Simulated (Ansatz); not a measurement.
End structure of a constructed model of the (111) surface of fcc Rh, (√3x√3)R30° surface alloy, Al on one Rh site of the top plane (bottom of the slab: a bare face, its two planes held):

```xyz
18
Lattice="4.0623 2.3454 0.0000 -4.0623 2.3454 0.0000 0.0000 0.0000 27.5000" Properties=species:S:1:pos:R:3 pbc="T T T"
Rh    -2.7082     1.5636     8.2429
Rh     0.0000     1.5636     8.2429
Rh     2.7082     1.5636     8.2429
Rh    -1.3541     0.7818    10.4541
Rh     1.3541     0.7818    10.4541
Rh     0.0000     3.1272    10.4541
Rh     0.0000     0.0000    12.6603
Rh    -1.3541     2.3454    12.6394
Rh     1.3541     2.3454    12.6394
Rh    -2.7111     1.5653    14.8637
Rh     0.0000     1.5602    14.8637
Rh     2.7111     1.5653    14.8637
Rh    -1.3408     0.7741    17.0805
Rh     1.3408     0.7741    17.0805
Rh     0.0000     3.1425    17.0805
Al     0.0000     0.0000    19.2645
Rh    -1.3541     2.3454    19.2661
Rh     1.3541     2.3454    19.2661
```

Slab: 18 atoms, 11.0 Å thick at the start with caps and adatoms (thin: gaps and levels are the slab's own); k 9x9x1, smearing 0.1 eV, dipole-corrected; 6 atoms held, the rest relaxed; held to the start's symmetry, so lower structures may exist; no spin, no spin-orbit, no U. It is one candidate, not shown to be the stable structure of the face.

### Question
Estimate the work function of the top face that PBE (Ansatz, an electronic-structure program) returns for this input.

### Answer
4.96 eV
